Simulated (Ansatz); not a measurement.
**P on the Si site + Sb on the Si site in silicon**

Calculation: PBE, PAW (plane waves to 420 eV; Ansatz, a first-principles code). Cell: 216 sites, 3×3×3 repeats of a cell of 8 atoms; final energies on a 2×2×2 shifted mesh. Sites at the start: the Si site; Si 2.37 Å away. A cell of this size leaves errors of a few tenths of an eV. The semilocal functional narrows the gap, so deep levels can fall outside it. Spin–orbit coupling is left out, which matters for these heavy elements. Each state is the lowest found from its start.

The name describes the start; the neighbours show where the atoms ended.

```json
[
 {"charge": "+2", "moment (μB)": "not spin-polarised", "point group": "C3v", "largest move off a lattice site (Å)": "0.23", "neighbours of the last Sb atom of the defect at the end (Å)": "P 2.57, Si 2.59, Si 2.59, Si 2.59", "above the lowest spin state (eV)": "0.00"},
 {"charge": "+1†", "moment (μB)": "fractional", "point group": "–", "largest move off a lattice site (Å)": "0.28", "neighbours of the last Sb atom of the defect at the end (Å)": "Si 2.58, Si 2.58, Si 2.58, P 2.69", "above the lowest spin state (eV)": "0.00"},
 {"charge": "0", "moment (μB)": "not spin-polarised", "point group": "C3v", "largest move off a lattice site (Å)": "0.46", "neighbours of the last Sb atom of the defect at the end (Å)": "Si 2.58, Si 2.58, Si 2.58, P 2.81", "above the lowest spin state (eV)": "0.00"},
 {"charge": "0", "moment (μB)": "0.0", "point group": "C3v", "largest move off a lattice site (Å)": "0.46", "neighbours of the last Sb atom of the defect at the end (Å)": "Si 2.58, Si 2.58, Si 2.58, P 2.81", "above the lowest spin state (eV)": "0.00"}
]
```

† Not settled in this cell, so no level is given: charge +1: fractional moment, a level filled in part.

Point groups are those of the whole cell at tolerances of 0.03 and 0.1 Å ("near" where only the looser one holds); none is given for unsettled states.

Starting moments that weren't kept: charge +1 began with 1 μB and ended with 0.5; charge 0 began with 2 μB and ended with 0.0.

All states together cost very roughly 9 core-hours.
